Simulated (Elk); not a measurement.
**A self-consistent single point of LaMg6B (Amm2, 8 atoms in the cell) with Elk**

Level of theory: PBEsol, all-electron FP-LAPW, Elk's shipped species files, LAPW+lo basis (Elk).

Input as run:

```
tasks
  0

xctype
  22

rgkmax
  8.0

gmaxvr
  14.0

nxoapwlo
  1

stype
  3

swidth
  0.00367493

scale
  9.031190122

avec
    1.0000000000    0.0000000000    0.0000000000
    0.0000000000    0.6772603628    1.2291540248
    0.0000000000   -0.6772603628    1.2291540248

atoms
  3   : nspecies
  'La.in'   : spfname
  1   : natoms; atposl, bfcmt below
  0.0000000000  0.8053200000  0.8053200000    0.0 0.0 0.0
  'Mg.in'   : spfname
  6   : natoms; atposl, bfcmt below
  0.0000000000  0.8149000000  0.3359200000    0.0 0.0 0.0
  0.0000000000  0.3359200000  0.8149000000    0.0 0.0 0.0
  0.0000000000  0.3362600000  0.3362600000    0.0 0.0 0.0
  0.5000000000  0.6646500000  0.1956500000    0.0 0.0 0.0
  0.5000000000  0.1956500000  0.6646500000    0.0 0.0 0.0
  0.5000000000  0.1745200000  0.1745200000    0.0 0.0 0.0
  'B.in'   : spfname
  1   : natoms; atposl, bfcmt below
  0.5000000000  0.6727900000  0.6727900000    0.0 0.0 0.0

ngridk
  4 3 3
```

The program printed (abridged):

```
│ Elk code version 10.2.4 │

All units are atomic (Hartree, Bohr, etc.)

│ Ground-state run starting from atomic densities │

Lattice vectors :
   9.031190122       0.000000000       0.000000000
   0.000000000       6.116467099       11.10072369
   0.000000000      -6.116467099       11.10072369

Unit cell volume      :    1226.385246
Brillouin zone volume :   0.2022612505

Muffin-tin inner radius fraction :   0.1000000000E-01

Nuclei treated as point charges

Species :    1 (La)
 parameters loaded from : La.in
 name : lanthanum
 nuclear charge    :   -57.00000000
 electronic charge :    57.00000000
 atomic mass :    253209.2364
 muffin-tin radius :    2.800000000
 number of radial points in muffin-tin :    697
 atomic positions (lattice), magnetic fields (Cartesian) :
   1 :   0.00000000  0.00000000  0.00000000    0.00000000  0.00000000  0.00000000

Species :    2 (Mg)
 parameters loaded from : Mg.in
 name : magnesium
 nuclear charge    :   -12.00000000
 electronic charge :    12.00000000
 atomic mass :    44305.30462
 muffin-tin radius :    2.200000000
 number of radial points in muffin-tin :    397
 atomic positions (lattice), magnetic fields (Cartesian) :
   1 :   0.00000000  0.00958000  0.53060000    0.00000000  0.00000000  0.00000000
   2 :   0.00000000  0.53060000  0.00958000    0.00000000  0.00000000  0.00000000
   3 :   0.00000000  0.53094000  0.53094000    0.00000000  0.00000000  0.00000000
   4 :   0.50000000  0.85933000  0.39033000    0.00000000  0.00000000  0.00000000
   5 :   0.50000000  0.39033000  0.85933000    0.00000000  0.00000000  0.00000000
   6 :   0.50000000  0.36920000  0.36920000    0.00000000  0.00000000  0.00000000

Species :    3 (B)
 parameters loaded from : B.in
 name : boron
 nuclear charge    :   -5.000000000
 electronic charge :    5.000000000
 atomic mass :    19707.24741
 muffin-tin radius :    1.800000000
 number of radial points in muffin-tin :    297
   [... lines left out ...]
Maximum |G| for potential and density :    14.00000000
 potential will be trimmed for |G| > 2 gkmax
Constant for pseudocharge density :   10
Radial integration step length :    4

G-vector grid sizes :     42    60    60
Number of G-vectors :    56835

Maximum angular momentum used for
 APW functions                      :    8
 outer part of muffin-tin           :    6
 inner part of muffin-tin           :    1

Total nuclear charge    :   -134.0000000
Total core charge       :    60.00000000
Total valence charge    :    74.00000000
Total excess charge     :    0.000000000
Total electronic charge :    134.0000000

Effective Wigner radius, rₛ :    1.297610954

Number of empty states         :   32
Total number of valence states :   69
Total number of core states    :   60

Total number of local-orbitals :   65

Exchange-correlation functional :     22     0     0
 PBEsol, Phys. Rev. Lett. 100, 136406 (2008)
 gradient requirement :    1
 generalised gradient approximation (GGA)

Smearing type :    3
 Fermi-Dirac
Smearing width :   0.3674930000E-02
Effective electronic temperature (K) :    1160.451112

Mixing type :    3
 Broyden mixing, J. Phys. A: Math. Gen. 17, L317 (1984)

Kohn-Sham potential initialised from atomic data
│ Self-consistent loop started │
│ Loop number : 1 │
 total energy                :     -9738.64973886
│ Loop number : 2 │
 total energy                :     -9737.65155822
RMS change in Kohn-Sham potential (target) :    2.317619697     (  0.1000000000E-05)
Absolute change in total energy (target)   :   0.9981806371     (  0.1000000000E-03)
│ Loop number : 3 │
 total energy                :     -9748.89110040
RMS change in Kohn-Sham potential (target) :    2.160013996     (  0.1000000000E-05)
Absolute change in total energy (target)   :    10.98999701     (  0.1000000000E-03)
│ Loop number : 4 │
 total energy                :     -9714.91484122
RMS change in Kohn-Sham potential (target) :    1.069726470     (  0.1000000000E-05)
Absolute change in total energy (target)   :    31.22875992     (  0.1000000000E-03)
│ Loop number : 5 │
 total energy                :     -9724.88825934
RMS change in Kohn-Sham potential (target) :   0.4122152935     (  0.1000000000E-05)
Absolute change in total energy (target)   :    2.166228137     (  0.1000000000E-03)
   [... lines left out ...]
Absolute change in total energy (target)   :   0.5129589101E-02 (  0.1000000000E-03)
│ Loop number : 17 │
 total energy                :     -9718.60543981
RMS change in Kohn-Sham potential (target) :   0.5959023917E-05 (  0.1000000000E-05)
Absolute change in total energy (target)   :   0.1425803819E-02 (  0.1000000000E-03)
│ Loop number : 18 │
 total energy                :     -9718.60531536
RMS change in Kohn-Sham potential (target) :   0.4786480201E-05 (  0.1000000000E-05)
Absolute change in total energy (target)   :   0.4808998947E-03 (  0.1000000000E-03)
│ Loop number : 19 │
 total energy                :     -9718.60529708
RMS change in Kohn-Sham potential (target) :   0.1894164808E-05 (  0.1000000000E-05)
Absolute change in total energy (target)   :   0.1385054984E-03 (  0.1000000000E-03)
│ Loop number : 20 │
 total energy                :     -9718.60528104
RMS change in Kohn-Sham potential (target) :   0.2592468126E-06 (  0.1000000000E-05)
Absolute change in total energy (target)   :   0.5066230369E-04 (  0.1000000000E-03)
Convergence targets achieved

│ Loop number : 21 │

Energies :
 Fermi                       :     0.177317205447
 sum of eigenvalues          :     -5890.68137301
 electron kinetic            :      10313.8837787
 core electron kinetic       :      9864.26814415
 Coulomb                     :     -19731.6835378
 Coulomb potential           :     -15810.2400001
 nuclear-nuclear             :     -727.136158182
 electron-nuclear            :     -22198.8547593
 Hartree                     :      3194.30737960
 Madelung                    :     -11826.5635378
 xc potential                :     -394.325151652
 exchange                    :     -294.021407975
 correlation                 :     -6.77943715983
 electron entropic           :    -0.467797906212E-02
 total energy                :     -9718.60528225

Density of states at Fermi energy :    98.09777622
 (states/Hartree/unit cell)

Estimated indirect band gap :   0.2193337567E-02
 from k-point     15 to k-point      3
Estimated direct band gap   :   0.8372806585E-02
 at k-point      3

Charges :
 core                        :    60.00000000
 valence                     :    74.00000000
 interstitial                :    12.88675528
 muffin-tins (core leakage)
  species :    1 (La)
   atom    1                 :    54.68434888     (  0.2249196514E-03)
  species :    2 (Mg)
   atom    1                 :    10.48056786     (  0.2220446049E-15)
   atom    2                 :    10.48056786     (  0.2220446049E-15)
   atom    3                 :    10.52792819     (  0.6661338148E-15)
   atom    4                 :    10.49958268     (   0.000000000    )
   atom    5                 :    10.49958268     (   0.000000000    )
   atom    6                 :    10.43158067     (   0.000000000    )
  species :    3 (B)
   atom    1                 :    3.509085897     (  0.6572599061E-04)
 total in muffin-tins        :    121.1132447
 total calculated charge     :    133.9662172
 total charge                :    134.0000000
 error                       :   0.3378278534E-01

│ Self-consistent loop stopped │
```

The run converged in 21 iterations. The count includes the last loop, which Elk runs after its targets are met.

The starting cell comes from a database of computed structures (which also holds hypothetical and non-ambient phases and stackings), without a prior relaxation at this level. Values depend on the basis (sphere radii, cutoffs, local orbitals), which need not be converged. The log's line on a gap gives a spacing of levels on this mesh, which the program prints for metals too.

Cost on one core of a shared machine: roughly 10 min.
